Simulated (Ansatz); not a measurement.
# Amorphous In₂₄O₃₉Y₂

Preparation: random packing, a CHGNet melt and quench, and a DFT relaxation. O atoms were pushed apart under 1.9 Å during the dynamics, to hinder bonds among them. The hot cell started wider than the set density and was brought back towards it in steps. It is the lowest in DFT energy of 2 quenches. It is a model cell: composition and starting density were chosen by hand, and all elements were melted together. No dispersion term was used. Cycles of charging and discharging annealed it further.

Methods: PBE, scalar-relativistic without spin-orbit coupling (Ansatz, a quantum-chemistry and plane-wave program); r2SCAN, scalar-relativistic without spin-orbit coupling (Ansatz); HSE06, scalar-relativistic without spin-orbit coupling (Ansatz). Geometry, pressure, stress and energy are those of the PBE run. Its sampling: a 2×2×2 Γ-centred mesh; Fermi-Dirac width 0.02 eV; no spin polarisation. Other functionals are single points at the zone centre (r2SCAN at 500 eV; exact exchange cut at the cell's faces), free to take moments where seeds were set. At PBE the levels at the filled edge of the gap are localised (band-tail or defect states), and the nearest spread-out levels lie 1.0 eV apart at the zone centre.

```json
{
 "number_of_atoms_in_the_cell": "65",
 "Density (held, not predicted)": "6.39 g/cm³",
 "volume_per_atom": "14.23 Å^3",
 "Pressure on a 2×2×2 Γ-centred mesh": "1.60 GPa",
 "Largest force and stress component on that mesh (the relaxation ran on the zone centre alone)": "0.07 eV/Å and 2.6 GPa",
 "Level gap on a 2×2×2 Γ-centred mesh (PBE)": "0.66 eV",
 "Level gap at the zone centre (PBE)": "0.66 eV",
 "Level gap at the zone centre (r2SCAN)": "1.10 eV",
 "Level gap at the zone centre (HSE06)": "2.09 eV"
}
```

Cut-offs for bonds: In-In 3.12 Å, In-O 2.76 Å, In-Y 3.43 Å, O-O 1.58 Å, O-Y 2.82 Å, Y-Y 3.74 Å. Two cations that share two anions don't count as bonded, nor two that share one unless they lie closer than In-In 3.04 Å, In-Y 3.34 Å, Y-Y 3.64 Å.

- Mean coordination of In by anions = 5.54 (3 with 4, 5 with 5, 16 with 6)
- Mean coordination of O = 3.72 (11 with 3, 28 with 4)
- Mean coordination of Y by anions = 6.00 (2 with 6)
- Mean In-O bond = 2.203 Å (spread 0.120 Å, 133 counted)
- Mean O-Y bond = 2.322 Å (spread 0.165 Å, 12 counted)

Its density started from a set value of 6.39 g/cm³. The simulated quench (nominally 330 K/ps over its main leg) is rapid and tends to freeze in more defects than a deposited or slowly cooled glass has. Values belong to this one cell and scatter from quench to quench. The volume was held where the preparation left it, at a PBE pressure of 1.6 GPa. Stress components on the final sampling reach 2.6 GPa. Cycles of charging lowered its energy after that relaxation.
